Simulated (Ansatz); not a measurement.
Structures of equal composition on the (110) surface of bcc Ta: a layer of Cu in place of the second plane; a layer of Cu in place of the third plane. The slabs share one bottom face, and each structure is named by its start. These are constructed structures in small cells; real faces may alloy, dewet or reconstruct in larger ones, and not all known structures of the face are among them. Slabs of about 11 Å with all that they carry, Fermi-Dirac smearing of 0.1 eV. Bottom of the slabs: a bare face, its two planes held. Relaxed from the named starts with such symmetry as they have, on meshes of like density; energies extrapolated to zero smearing; no spin-orbit coupling, no U. Spin-polarised runs, if any, are marked in brackets, and their order is one that fits the cell; the others ran without spin.

Method: PBE (plane waves to 420 eV, PAW; Ansatz, a program for electronic structure).

Problem. Put the candidates in order of energy per 1x1 cell, lowest first, for PBE.

Solution. a layer of Cu in place of the third plane (0.000 eV), a layer of Cu in place of the second plane (0.400 eV)
